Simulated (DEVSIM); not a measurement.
Structure: Ti/SiO2/n-Si capacitor, at 350 K.

Layer 1 from the left is SiO2, thickness (nm) 3.00. Layer 2 from the left is Si, thickness (nm) 2100, Nd (cm⁻³) 7.8e16.

Metal gate on the left, work function 4.33 eV. Fixed charge at the semiconductor interface 4.1e10 cm⁻² (in units of +e); no interface traps.

The device is made up for the run: typed textbook-type constants, with dimensions and the other settings drawn at random. Values at 300 K; Nc and Nv go as T^1.5, mobilities as T to minus their exponent, the gap by Varshni's rule with the affinity fixed.

SiO2: gap (eV) 9, affinity (eV) 0.9, permittivity 3.9. Si: gap (eV) 1.124, affinity (eV) 4.05, permittivity 11.7, Nc (cm⁻³) 2.86e19, Nv (cm⁻³) 3.1e19, Varshni α (eV/K) 0.000473, Varshni β (K) 636.

Question: Estimate by hand the flat-band voltage, the threshold voltage, and compare with a numerical solution.

Answer: 
- Flat-band voltage: C = 1.15 μF/cm², work-function difference 0.095 V; VFB = φms − qNf/C = 0.09 V; numerical 0.09 V.
- Threshold voltage: φF = 0.369 V, depletion charge √(4εqNφF) = 1.38e-7 C/cm²; VT = VFB − 2φF − Qd/C = -0.77 V; numerical -0.77 V.

Model (solved in DEVSIM): 1D Poisson equation in equilibrium, Boltzmann statistics, complete ionisation; no quantum confinement or tunnelling. Metal contacts follow the ideal Schottky-Mott rule: no Fermi-level pinning, no interface dipoles.
